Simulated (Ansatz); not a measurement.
Ba3SiO, pressure series

Consider Ba₃SiO in the anti-perovskite structure (space group Pm-3m, No. 221; a = 5.290 Å; a cell from a computed database, its experimental status unchecked).

Cell and atoms are relaxed at each pressure.

All numbers come from plane-wave PAW DFT at the PBEsol level (Ansatz, a quantum-chemistry and plane-wave program, 420 eV), without spin-orbit coupling.

```csv
P (GPa),V (Å³/atom)
-1.99,31.146
-0.99,30.324
0.29,29.413
0.69,29.159
1.50,28.672
3.00,27.867
5.00,26.946
7.50,25.975
10.00,25.148
```

A third-order Birch–Murnaghan fit to these points gives V₀ = 29.61 Å³/atom, B₀ = 44 GPa and B₀′ = 4.2. At pressure 10 GPa the volume is 84.9 % of V₀.

Load acts through the strain it causes; cell and atoms are relaxed under it. Stability against distortions was not tested. No other phases were tried under pressure. All final runs are without spin polarisation.
